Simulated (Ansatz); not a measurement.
Carrier properties of ZnSe under load (space group I-4m2)

Given:

```
ZnSe
1.0
    0.00000     2.77245     2.94124
    2.77245     0.00000     2.94124
    2.77245     2.77245     0.00000
Zn Se
1 1
Direct
  0.00000   0.00000   0.00000
  0.25000   0.25000   0.25000
```

All values below come from PBE with spin-orbit coupling, rigid bands (plane waves, PAW; Ansatz, a quantum-chemistry and plane-wave program). Condition of this run: uniaxial stress along [001] of -2.4 GPa (compression positive) (the target of the relaxation). Cell: cell and atoms relaxed with PBEsol, then loaded as said.

```json
{
 "band_gap": "1.09 eV",
 "electron conductivity mass (300 K, dilute)": "0.103 (x), 0.103 (y), 0.109 (z) mₑ",
 "hole conductivity mass (300 K, dilute)": "0.43 (x), 0.43 (y), 0.80 (z) mₑ",
 "effective density of states N_c (300 K)": "7.9e17 cm⁻³",
 "effective density of states N_v (300 K)": "7.0e18 cm⁻³",
 "density_of_states_mass_electrons": "0.100 mₑ",
 "density_of_states_mass_holes": "0.43 mₑ",
 "Seebeck coefficient, n-type 1e19 cm⁻³, 300 K": "-67 μV/K",
 "Seebeck coefficient, p-type 1e19 cm⁻³, 300 K": "240 μV/K",
 "best p-type power factor at 300 K for τ = 10 fs (best axis; densities from 1e16 to 1e21 cm⁻³ tried, whether or not they can be reached)": "8.0 μW/(cm·K²) at 3e20 cm⁻³"
}
```

Rigid bands; masses and Seebeck coefficients take one relaxation time τ for all states and one kind of carrier; polarons and phonon drag are left out. Geometry: cell and atoms relaxed with PBEsol.
